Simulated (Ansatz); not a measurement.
## W with two functionals, pressure 7 GPa

The reference is W in the bcc (W type) structure (space group Im-3m, No. 229; a = 3.184 Å).

(Cell as relaxed with PBE.)

Levels (all Ansatz, an electronic-structure program, PAW): PBE (420 eV, spin-orbit coupling left out); r2SCAN (500 eV, scalar-relativistic without spin-orbit coupling).

Each level relaxes its own structure.

```csv
base,PBE,r2SCAN
volume per atom,16.13 Å³,15.92 Å³
lattice parameter a,3.184 Å,3.169 Å
band gap,zero,zero
```

It is then changed as follows: a hydrostatic pressure of 7 GPa.

```json
[
 {"quantity": "shortest interatomic distance", "PBE": "2.737 Å", "r2SCAN": "…"},
 {"quantity": "band gap", "PBE": "zero", "r2SCAN": "…"}
]
```

### Question
Predict the r2SCAN column.

### Answer

- shortest interatomic distance, r2SCAN: 2.725 Å
- band gap, r2SCAN: zero

PBE's shortest interatomic distance lies 0.012 Å above r2SCAN's (0.4 %); the two agree on the band gap. Neither level is exact; r2SCAN is the comparison here, not a measurement.

Load acts through the strain it causes; cell and atoms are relaxed under it. Stability against distortions was not tested. No other phases were tried under pressure. The final runs are not spin-polarised.
